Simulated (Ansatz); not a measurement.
# Pressure series in hypothetical Pm-3n SiC

Take SiC (space group Pm-3n, No. 223; a hypothetical phase, not in the database extracts checked) as the base.

```cif
data_C6Si6
_chemical_formula_sum 'Si6 C6'
_space_group_name_H-M_alt 'P 1'
_space_group_IT_number 1
_cell_length_a 5.33133
_cell_length_b 5.33133
_cell_length_c 5.33133
_cell_angle_alpha 90.000
_cell_angle_beta 90.000
_cell_angle_gamma 90.000
loop_
_space_group_symop_operation_xyz
  'x, y, z'
loop_
_atom_site_label
_atom_site_type_symbol
_atom_site_fract_x
_atom_site_fract_y
_atom_site_fract_z
_atom_site_occupancy
Si1 Si 0.25000 0.00000 0.50000 1
Si2 Si 0.50000 0.25000 0.00000 1
Si3 Si 0.50000 0.75000 0.00000 1
Si4 Si 0.75000 0.00000 0.50000 1
Si5 Si 0.00000 0.50000 0.75000 1
Si6 Si 0.00000 0.50000 0.25000 1
C1 C 0.25000 0.50000 0.00000 1
C2 C 0.00000 0.25000 0.50000 1
C3 C 0.00000 0.75000 0.50000 1
C4 C 0.75000 0.50000 0.00000 1
C5 C 0.50000 0.00000 0.75000 1
C6 C 0.50000 0.00000 0.25000 1
```

Cell and atoms are relaxed at each pressure.

All numbers come from PBEsol, PAW, 420 eV (Ansatz, a quantum-chemistry and plane-wave program; no SOC).

Two rows of this table had their results exchanged by mistake.

```
pressure          volume per atom (Å³)  shortest distance (Å)  band gap
----------------  --------------------  ---------------------  --------
pressure −2 GPa                  12.78                  1.892   1.75 eV
pressure −1 GPa                  12.70                  1.889   1.75 eV
pressure 0.3 GPa                 12.61                  1.884   1.75 eV
pressure 0.7 GPa                 12.58                  1.882   1.75 eV
pressure 1.5 GPa                 12.52                  1.880   1.76 eV
pressure 3 GPa                   12.13                  1.860   1.76 eV
pressure 5 GPa                   12.29                  1.868   1.76 eV
pressure 7.5 GPa                 12.42                  1.874   1.76 eV
pressure 10 GPa                  11.98                  1.852   1.76 eV
```

Which two?

The rows for pressure 3 GPa and pressure 7.5 GPa: the volume has to fall steadily with pressure, so 12.42 Å³ belongs to pressure 3 GPa and 12.13 Å³ to pressure 7.5 GPa.

Load acts through the strain it causes; cell and atoms are relaxed under it. Stability against distortions was not tested. No other phases were tried under pressure.
